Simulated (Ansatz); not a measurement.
## Os under a change: uniaxial stress, 3 GPa compression along x

Consider Os in the hcp (Mg type) structure (space group P6_3/mmc, No. 194; a = 2.754 Å, c = 4.348 Å; relaxed with 0.1 eV smearing). Axes: x lies along a and z along c of the hexagonal cell.

It is then changed as follows: uniaxial stress, 3 GPa compression along x; all other stress components relax to zero.

Computed with PBE/PAW in Ansatz (a quantum-chemistry and plane-wave program), no SOC, earlier PAW set. Γ-centred 24×24×13 mesh, Fermi–Dirac width 0.1 eV.

- Volume per atom: 14.24 Å³ (base 14.28 Å³)
- Space group: Cmcm (No. 63) (base P6_3/mmc (No. 194))
- Shortest interatomic distance: 2.692 Å (base 2.693 Å)
- Energy relative to the base (free energy F): +0.6 meV/atom
- Band gap: zero (base zero)
- Strain response (xx, yy, zz): (−0.46, +0.11, +0.09) %
- Secant Young's modulus along x: 650 GPa
- Mean lateral Poisson ratio: 0.22

Beyond what the load breaks, stability against distortions was not tested. The final runs are not spin-polarised.
